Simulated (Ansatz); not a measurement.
# Al2O3: response to strain

Consider Al2O3 in the corundum structure (space group R-3c, No. 167; a = 4.7292 Å, c = 12.8916 Å (hexagonal axes)). Axes: x lies along a and z along c of the hexagonal cell.

Strains are applied to the cell and any free atomic positions relax.

Method: LDA (Ansatz, a program for electronic structure, PAW, no SOC).

Notes on the quantities. energy relative to the base: free energy F.

| uniaxial strain ε_zz (%) | energy relative to the base (meV/atom) |
|---|---|
| 0 | 0.0 |
| 0.75 | 0.7 |
| 1.5 | ? |
| 2.25 | 6.4 |
| 3 | 11.2 |

Task: Fit ΔE = Aε² + Bε³ (ε in %) to the rows shown and predict the withheld row.

Result: Least squares on the printed values gives A = 1.31 and B = -0.023 meV/atom (largest residual 0.0 meV/atom); this predicts 2.9 meV/atom, and the run gives 2.9 meV/atom, in agreement.

Whether these cells are dynamically stable was not tested.
